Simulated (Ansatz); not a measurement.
The parent structure is CdSe in the wurtzite structure (space group P6_3mc, No. 186; a = 4.3400 Å, c = 7.0780 Å). Axes: x lies along a and z along c of the hexagonal cell.

Method: Ansatz (a program for electronic structure) r2SCAN, spin-orbit coupling left out.

Strains are applied to the cell and any free atomic positions relax.

One change was made to it. Results:

```tsv
quantity	base	after
valence-band top at Γ (three highest levels, from the VBM)	0.00, 0.00, -0.04 eV	0.00, -0.04, -0.04 eV
band gap	1.11 eV	1.16 eV
```

Question: Which of these changes matches the shifts?
(A) isotropic strain +0.76 %
(B) uniaxial strain ε_zz = −2.25 %
(C) uniaxial strain ε_xx = −1.12 %

Answer: B, uniaxial strain ε_zz = −2.25 %. For comparison, the band gap in the other runs: isotropic strain +0.76 % gives 1.05 eV; uniaxial strain ε_xx = −1.12 % gives 1.10 eV.

Stability against distortions was not tested.
